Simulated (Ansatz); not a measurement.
```yaml
crystal:
  lattice:
    - [3.86522, 3.86558, 3.86522]
    - [3.86522, -3.86558, 3.86522]
    - [3.86517, -3.86558, -3.86517]
  atoms:
    - { symbol: Ir, position: [0.00046, 0.74880, 0.75000] }
    - { symbol: Ir, position: [0.25120, 0.99954, 0.75000] }
    - { symbol: Ir, position: [0.00032, 0.50039, 0.49993] }
    - { symbol: Ir, position: [0.49880, 0.25046, 0.75000] }
    - { symbol: Ir, position: [0.25039, 0.74961, 0.50079] }
    - { symbol: Ir, position: [0.74954, 0.50120, 0.75000] }
    - { symbol: Ir, position: [0.00034, 0.25034, 0.25000] }
    - { symbol: Ir, position: [0.49961, 0.99968, 0.49993] }
    - { symbol: Ir, position: [0.24966, 0.49966, 0.25000] }
    - { symbol: Rh, position: [0.74949, 0.25051, 0.49898] }
    - { symbol: Ir, position: [0.50034, 0.75034, 0.25000] }
    - { symbol: Rh, position: [0.00051, 0.99949, 0.00102] }
    - { symbol: Ir, position: [0.25039, 0.25032, 0.00007] }
    - { symbol: Ir, position: [0.74966, 0.99966, 0.25000] }
    - { symbol: Ir, position: [0.49961, 0.50039, 0.99921] }
    - { symbol: Ir, position: [0.74968, 0.74961, 0.00007] }
```

The mixing enthalpy is taken against the end members in the face-centred cubic type, relaxed in the same cell and mesh.

The numbers are results of PBE (plane waves to 420 eV, PAW; Ansatz, an electronic-structure program), not measurements. No spin–orbit coupling. Its k-point mesh 6×6×6, Fermi–Dirac width 0.05 eV.

**Question.** Give the composition and order of this alloy cell, and its volume, bond lengths and mixing enthalpy.

**Answer.** A 16-atom cell of (Rh,Ir) started in the face-centred cubic structure, site fractions Rh 0.125, Ir 0.875, short-range order -0.05 among the nearest mixed sites of the first mixed sublattice (0 is random, a negative value favours unlike neighbours), space group Fmmm at the end, an ordered arrangement that its symmetry holds.
* **volume per atom**: 14.44 Å³
* **Ir–Ir bonds (within 1.22 times the sum of covalent radii)**: 2.732 Å on average, from 2.724 to 2.741 (73)
* **Ir–Rh bonds (within 1.22 times the sum of covalent radii)**: 2.737 Å on average, from 2.732 to 2.743 (22)
* **Rh–Rh bonds (within 1.22 times the sum of covalent radii)**: 2.744 Å on average, from 2.744 to 2.744 (1)
* **mixing enthalpy per site of the mixed sublattice**: -12 meV
* **departure of the mean lattice parameter from Vegard's line**: under 0.15 %, inside the noise of the relaxations
